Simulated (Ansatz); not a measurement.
## Ga2O3, response to strain

Take Ga₂O₃ (space group C2/m, No. 12) as the base.

```
Ga2O3
1.0
    6.22762    -1.54173     0.00000
    6.22762     1.54173     0.00000
   -1.39233     0.00000     5.71032
Ga O
4 6
Direct
  0.08991   0.08991   0.79470
  0.91009   0.91009   0.20530
  0.65850   0.65850   0.31416
  0.34150   0.34150   0.68584
  0.16349   0.16349   0.10919
  0.83651   0.83651   0.89081
  0.17371   0.17371   0.56436
  0.82629   0.82629   0.43564
  0.49603   0.49603   0.25671
  0.50397   0.50397   0.74329
```

Cartesian axes are those of the cell as printed.

Strains are applied to the cell and any free atomic positions relax; under biaxial strain the out-of-plane vector relaxes too.

Calculations: DFT with PBE, PAW potentials and a 420 eV plane-wave cutoff in Ansatz (a first-principles code), scalar-relativistic without spin-orbit coupling.

Computed cases, in order: biaxial strain −4.81 %, plane normal [001], relaxed out of plane; biaxial strain −1.97 %, plane normal [001], relaxed out of plane; biaxial strain −1.11 %, plane normal [001], relaxed out of plane; the unstrained base; biaxial strain +2.43 %, plane normal [001], relaxed out of plane; biaxial strain +3.75 %, plane normal [001], relaxed out of plane.

Problem. Between which two neighbouring cases does the gap turn between direct and indirect?

Solution. Between the unstrained base (2.01 eV, indirect, k = (0.455, -0.455, -1/2) in the run's primitive reciprocal basis → Γ) and biaxial strain +2.43 %, plane normal [001], relaxed out of plane (1.65 eV, direct at Γ). The whole series: biaxial strain −4.81 %, plane normal [001], relaxed out of plane: 2.35 eV, indirect, M₂–D (33 % along) → Γ; biaxial strain −1.97 %, plane normal [001], relaxed out of plane: 2.18 eV, indirect, M₂–D (22 % along) → Γ; biaxial strain −1.11 %, plane normal [001], relaxed out of plane: 2.11 eV, indirect, M₂–D (25 % along) → Γ; the unstrained base: 2.01 eV, indirect, k = (0.455, -0.455, -1/2) in the run's primitive reciprocal basis → Γ; biaxial strain +2.43 %, plane normal [001], relaxed out of plane: 1.65 eV, direct at Γ; biaxial strain +3.75 %, plane normal [001], relaxed out of plane: 1.42 eV, direct at Γ.

Stability against distortions was not tested.
